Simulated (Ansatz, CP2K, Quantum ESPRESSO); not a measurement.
LaAl₂ (Fd-3m, 6 atoms in the cell) computed with different codes at matched settings

Self-consistent single point.

```
LaAl2
1.0
    0.00000     4.06447     4.06447
    4.06447     0.00000     4.06447
    4.06447     4.06447     0.00000
La Al
2 4
Direct
  0.00000   0.00000   0.00000
  0.25000   0.25000   0.25000
  0.62500   0.62500   0.62500
  0.12500   0.62500   0.62500
  0.62500   0.62500   0.12500
  0.62500   0.12500   0.62500
```

Shared settings, as Ansatz (a program for electronic structure) writes them: kpoints.mp_grid.grid = 5 5 5; scf.occupations.method = gaussian; scf.occupations.width = 0.272 eV. Potentials and cutoffs stand in the table.

| code | model | pressure (GPa) | cutoff |
|---|---|---|---|
| Quantum ESPRESSO | LDA (PZ), GBRV 1.5 ultrasoft (LDA) pseudopotentials | -3.44 | 40 Ry |
| CP2K | LDA (Pade form), GPW, DZVP-MOLOPT-SR-GTH basis, GTH-PADE potentials (GTH_POTENTIALS) | -2.94 | grid 500 Ry |
| Ansatz | LDA (PW92), PAW files made with PBE | -3.45 | default |

The spread over the programs that give each value: pressure within 0.51 GPa.

CP2K uses small atom-centred bases, whose incompleteness enters pressures, forces and empty levels differently from a plane-wave cutoff. Ansatz's pressure is given at a fixed set of plane waves, as the other plane-wave codes print theirs. The same LDA comes in different parametrisations, which differ slightly.

The starting cell comes from a database of computed structures (which also holds hypothetical and non-ambient phases and stackings), without a prior relaxation at this level.

Left out of this page: Elk and FLEUR (not drawn, or without a comparable value).

Keys are those of Ansatz 0.2.
